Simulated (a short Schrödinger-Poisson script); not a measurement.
## MOS inversion layer, SiO2 on p-type GaAs

Structure: MOS inversion layer, SiO2 on p-type GaAs, at 300 K.

```tsv
layer	material	thickness (nm)	Na (cm⁻³)
1	SiO2	3.6	-
2	GaAs	2200	5e16
```

The device is made up for the run: typed textbook-type constants, with dimensions and the other settings drawn at random. SiO2: permittivity 3.9, conduction-band edge (eV) 3.17, gap (eV) 9, electron mass (mₑ) 0.5. GaAs: permittivity 12.9, conduction-band edge (eV) 0, gap (eV) 1.424, Nv at 300 K (cm⁻³) 9e18.

Channel valleys (confinement mass, in-plane density-of-states mass, number): Γ 0.067, 0.067, 1. At the gate the conduction-band edge of layer 1 lies 3.58 eV − eVg above the Fermi level of the channel; the field vanishes at the back. Gaps are held at their typed values at every temperature. Mesh 0.03 nm at interfaces.

From a short Schrödinger-Poisson script (our own, NumPy): 1D Poisson equation in equilibrium, electrons quantum, Hartree (BenDaniel-Duke, 12 states a valley, the channel's in-plane mass for all, wave functions ending at the dielectric), parabolic valleys, classical holes, full ionisation, no traps, pinning or gate leakage.

```tsv
Vg (V)	electrons (cm⁻²)	C (μF/cm²)	Γ E0 (meV)	Γ E1 (meV)
0.45	1.82e8	0.0601	215.7	291.9
0.6	2.83e10	0.175	84.6	164.2
0.75	3.56e11	0.518	13.4	97.9
0.9	8.81e11	0.605	-19.8	70.5
1.05	1.46e12	0.638	-44.4	52.1
1.2	2.06e12	0.657	-65.8	37.1
1.35	2.68e12	0.670	-85.6	24.0
1.5	3.31e12	0.680	-104.4	12.4
1.65	3.95e12	0.688	-122.5	1.9
1.8	4.60e12	0.695	-140.1	-7.9
1.95	5.25e12	0.701	-157.3	-17.0
2.1	5.90e12	0.706	-174.1	-25.6
2.25	6.57e12	0.711	-190.8	-33.9
2.4	7.23e12	0.715	-207.2	-42.0
2.55	7.90e12	0.718	-223.4	-49.8
2.7	8.58e12	0.722	-239.5	-57.5
```

Gate voltages with under 1e6 electrons/cm² are left out.

Subbands count from the Fermi level.

Above a few 1e12 electrons/cm² a light Γ valley is non-parabolic and upper valleys begin to fill, which the model leaves out.
